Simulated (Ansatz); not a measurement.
The starting structures come from a database of crystals and need not be the phases stable at ambient conditions.

By PBEsol, the system below comes out a metal.

Consider the following.

```yaml
crystal:
  lattice:
    - [3.75622, 0.00000, 0.00000]
    - [0.00000, 5.31210, 0.00000]
    - [0.00000, 2.65605, 2.65605]
  atoms:
    - { symbol: La, position: [0.00000, 0.00000, 0.00000] }
    - { symbol: Zn, position: [0.50000, 0.50000, 0.00000] }
```

Space group of this cell: Pm-3m, CsCl type. The cell is taken as given; by PBEsol its mean pressure is -2.5 GPa.

The current flows along the normal of the first two printed cell vectors, the (110) plane of the conventional cell. No spin-orbit coupling; the value is a mean over 0.1 eV about the Fermi level.

Q: Predict the ballistic conductance per area from PBEsol run with Ansatz (a quantum-chemistry and plane-wave program).

A: 0.67 × 10¹⁵ S/m² for both spins.
